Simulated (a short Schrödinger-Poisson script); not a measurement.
## Gated Al0.3Ga0.7As/GaAs δ-doped gas

Stack: gated Al0.3Ga0.7As/GaAs δ-doped gas, at 300 K.

```tsv
layer	material	thickness (nm)	Na (cm⁻³)
1	Al0.3Ga0.7As	15	-
2	Al0.3Ga0.7As	10	-
3	GaAs	6000	4e14
```

The device is made up for the run: typed textbook-type constants, with dimensions and the other settings drawn at random. Al0.3Ga0.7As: permittivity 12.05, conduction-band edge (eV) 0.237, gap (eV) 1.798, electron mass (mₑ) 0.0919, Nv at 300 K (cm⁻³) 9e18. GaAs: permittivity 12.9, conduction-band edge (eV) 0, gap (eV) 1.424, Nv at 300 K (cm⁻³) 9e18.

Channel valleys (confinement mass, in-plane density-of-states mass, number): Γ 0.067, 0.067, 1. At the gate the conduction-band edge of layer 1 lies 0.99 eV − eVg above the Fermi level of the channel; the field vanishes at the back. Sheet of ionised δ-doping: +2.5e12 e/cm² at 15 nm from the gate. The barrier under the gate holds no holes. Gaps are held at their typed values at every temperature. Mesh 0.08 nm at interfaces.

Solved with a short Schrödinger-Poisson script written for these runs: 1D Poisson equation in equilibrium, electrons quantum, Hartree (BenDaniel-Duke, 40 states a valley, the channel's in-plane mass for all, wave functions free to enter the barrier), parabolic valleys, classical holes, full ionisation, no traps, pinning or gate leakage.

```
Vg (V)  electrons (cm⁻²)  in the channel layer  C (μF/cm²)  Γ E0 (meV)  Γ E1 (meV)
------  ----------------  --------------------  ----------  ----------  ----------
0.5              6.13e11               5.94e11       0.338         9.3        47.1
0.45             5.10e11               4.98e11       0.324        16.2        51.4
0.4              4.11e11               4.03e11       0.310        24.0        56.5
0.35             3.17e11               3.12e11       0.294        33.2        62.8
0.3              2.28e11               2.26e11       0.271        44.3        70.8
0.25             1.49e11               1.47e11       0.240        58.2        81.6
0.2              8.13e10               8.08e10       0.192        76.9        97.0
0.15             3.27e10               3.25e10       0.122       103.4       120.7
0.1               8.28e9                8.25e9      0.0477       140.8       156.4
0.05              1.47e9                1.46e9      0.0145       186.5       201.4
0                 2.30e8                2.29e8     0.00757       234.9       249.5
-0.05             3.55e7                3.53e7     0.00659       283.8       298.1
-0.1              5.46e6                5.44e6     0.00659       332.7       346.7
```

Gate voltages with under 1e6 electrons/cm² are left out.

Subbands count from the Fermi level.
